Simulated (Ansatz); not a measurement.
Start from ZnO in the wurtzite structure (space group P6_3mc, No. 186).

```yaml
crystal:
  lattice:
    - [3.23518, 0.00000, 0.00000]
    - [-1.61759, 2.80175, 0.00000]
    - [0.00000, 0.00000, 5.21141]
  atoms:
    - { symbol: Zn, position: [0.66667, 0.33333, 0.00241] }
    - { symbol: Zn, position: [0.33333, 0.66667, 0.50241] }
    - { symbol: O, position: [0.66667, 0.33333, 0.62279] }
    - { symbol: O, position: [0.33333, 0.66667, 0.12279] }
```

Computed with DFT with r2SCAN, PAW potentials and a 500 eV plane-wave cutoff in Ansatz (a quantum-chemistry and plane-wave program), no spin-orbit coupling.

For the base:

```
Property                             Result
---------------------  --------------------
Valence-band top at Γ  0.00, 0.00, -0.10 eV
Lattice parameter a                 3.235 Å
```

Now apply this change: cell and atoms relaxed at a pressure of 0.9 GPa.

Estimate the effect on the valence-band top at Γ and lattice parameter a.

The valence-band top at Γ (three highest levels, from the VBM) stays 0.00, 0.00, -0.10 eV; the lattice parameter a falls by 0.006 Å (3.235 Å → 3.229 Å).

The levels and masses belong to the bands next to the band gap. Load acts through the strain it causes; cell and atoms are relaxed under it. Whether these cells are dynamically stable was not tested.
